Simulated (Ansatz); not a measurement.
## Response to strain in BeS

Consider BeS in the zinc blende structure (space group F-43m, No. 216).

```yaml
crystal:
  lattice:
    - [0.00000, 2.43431, 2.43431]
    - [2.43431, 0.00000, 2.43431]
    - [2.43431, 2.43431, 0.00000]
  atoms:
    - { symbol: Be, position: [0.00000, 0.00000, 0.00000] }
    - { symbol: S, position: [0.25000, 0.25000, 0.25000] }
```

Cartesian axes are those of the cell as printed.

Strains are applied to the cell and any free atomic positions relax.

Level of theory: plane-wave PAW DFT at the r2SCAN level (Ansatz, an electronic-structure program, 500 eV), scalar-relativistic without spin-orbit coupling.

Notes on the quantities. energy relative to the base: free energy F.

| uniaxial strain ε_zz (%) | energy relative to the base (meV/atom) |
|---|---|
| 0 | 0.0 |
| 0.5 | 0.2 |
| 1 | ? |
| 1.5 | 1.7 |
| 2 | 2.9 |
| 2.5 | 4.6 |
| 3 | 6.5 |

Question: Fit ΔE = Aε² + Bε³ (ε in %) to the rows shown and predict the withheld row.

Answer: Least squares on the printed values gives A = 0.766 and B = -0.014 meV/atom (largest residual 0.0 meV/atom); this predicts 0.8 meV/atom, and the run gives 0.7 meV/atom, in agreement.

Stability against distortions was not tested.
